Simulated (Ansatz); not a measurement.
A15 Nb3Sn (cubic form, which distorts at low temperature), treated with PBE-D4 in Ansatz (PAW).

Run with plane-wave cutoff 500 eV, 10×10×10 k mesh, Fermi–Dirac smearing 0.1 eV, no spin polarisation, scalar-relativistic PAW data made under PBE.

Computed at the level's own relaxed cell.

Task: Give the computed volume per atom and lattice constant a.

Result: 
- volume per atom: 18.45 Å³/atom
- lattice constant a: 5.285 Å

Measured, for comparison: equilibrium volume per atom 18.49 Å³/atom, lattice constant a 5.289 Å (temperature not stated, not corrected to a static lattice; as tabulated in Priinits et al. (2024), arXiv:2406.00817). Computed (rounded) less measured: equilibrium volume per atom -0.2 %, lattice constant a -0.1 %.

Note: symmetry holds this phase in the static calculation, where it need not be a minimum.

Spin–orbit coupling is not included.

Static lattice: no zero-point or thermal effects.

Computing time: around 4 core-minutes (rough).

Ansatz is a program for electronic structure.
